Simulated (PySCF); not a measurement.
PySCF 2.14.0, HF/def2-svp: Mo(O)(NMe)(Br)(OH) (C[N]=[Mo](=[O])([OH])[Br]), 10 atoms. The geometry is a generated start, not checked to be a minimum at this level.

```yaml
task: energy and gradient
basis: def2-svp
two_electron_scheme: exact four-centre integrals
mf.init_guess: minao (default)
mf.DIIS: CDIIS (default)
mf.diis_space: 8 (default)
effective_core_potentials: those of the basis set, past Kr
basis functions (reference run): 139
```

```xyz
10

Mo     0.4804    -0.4971     1.0702
O      2.0445    -0.0961     1.3571
N     -0.0683     0.0355    -0.4878
C     -0.2327     0.6555    -1.7432
H     -1.2037     1.1586    -1.8124
H      0.5661     1.3893    -1.9131
H     -0.1801    -0.0969    -2.5367
Br     0.5542    -2.8547     0.7768
O     -0.6841    -0.0569     2.3298
H     -1.2761     0.3628     2.9594
```
Charge 0, spin multiplicity 1.

The reference run uses exact four-centre integrals. Each setting ran once; only counts and results are compared.

Settings tried, all else as in the reference:
- mol.max_memory = 200 MB, mf.direct_scf_tol = 1e-08, mf.conv_tol = 1e-06 Hartree
- mol.max_memory = 200 MB, mf.direct_scf_tol = 1e-06, mf.conv_tol = 1e-06 Hartree
- mol.max_memory = 200 MB, mf.direct_scf_tol = 1e-10
- mol.max_memory = 200 MB, mf.direct_scf_tol = 1e-07, mf.conv_tol = 1e-06 Hartree

Question: Sort the settings: which keep to the reference within 1.0 meV/atom in energy, 10 meV/Å in forces (largest component), and which don't?

Answer: Within it: mol.max_memory = 200 MB, mf.direct_scf_tol = 1e-10; mol.max_memory = 200 MB, mf.direct_scf_tol = 1e-08, mf.conv_tol = 1e-06 Hartree; mol.max_memory = 200 MB, mf.direct_scf_tol = 1e-07, mf.conv_tol = 1e-06 Hartree; mol.max_memory = 200 MB, mf.direct_scf_tol = 1e-06, mf.conv_tol = 1e-06 Hartree. No setting lies outside.

| setting | energy against the reference | difference in forces (largest component) |
|---|---|---|
| mol.max_memory = 200 MB, mf.direct_scf_tol = 1e-10 | under 0.001 meV/atom | under 0.001 meV/Å |
| mol.max_memory = 200 MB, mf.direct_scf_tol = 1e-08, mf.conv_tol = 1e-06 Hartree | under 0.001 meV/atom | 3.3 meV/Å |
| mol.max_memory = 200 MB, mf.direct_scf_tol = 1e-07, mf.conv_tol = 1e-06 Hartree | −0.0031 meV/atom | 3.3 meV/Å |
| mol.max_memory = 200 MB, mf.direct_scf_tol = 1e-06, mf.conv_tol = 1e-06 Hartree | −0.55 meV/atom | 2.7 meV/Å |

Total energies are compared; such shifts often cancel in part in energy differences. The small max_memory forces a direct SCF, where direct_scf_tol acts; the reference holds its integrals in memory. No test of the SCF solution's stability was run. Also tried and not ranked: mol.max_memory = 200 MB, mf.direct_scf_tol = 1e-08 (ended without SCF convergence in 50 cycles); mol.max_memory = 200 MB, mf.direct_scf_tol = 1e-09 (ended without SCF convergence in 50 cycles); mol.max_memory = 200 MB, mf.direct_scf_tol = 1e-11 (same energy as a listed run); mol.max_memory = 200 MB, mf.direct_scf_tol = 1e-12 (same energy as a listed run); mol.max_memory = 200 MB (same energy as a listed run). The tolerance is a choice made for this comparison.
